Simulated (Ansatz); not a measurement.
Given:

```
Mo
1.0
    4.40042     0.00000     0.00000
    2.20021     3.81087     0.00000
    2.20021    -1.27029     0.92132
Mo
1
Direct
  0.00000   0.00000   0.00000
```

No spin polarisation.

The values are results of Ansatz (a quantum-chemistry and plane-wave program) r2SCAN, no spin-orbit coupling, not measurements. Γ-centred 29×29×29 mesh, Fermi–Dirac width 0.1 eV.

**Question.** Predict the band gap, space group and in-plane stress.

**Answer.** The band gap comes out as zero, the space group is R-3m (No. 166) and the mean in-plane stress (compression positive) is +5.3 GPa.

The cells carry an imposed strain or load. Stability against distortions was not tested. All final runs are without spin polarisation. The cell was made from Mo in the bcc (W type) structure (space group Im-3m, No. 229) by this change: biaxial strain −1.25 %, plane normal [111], relaxed out of plane.
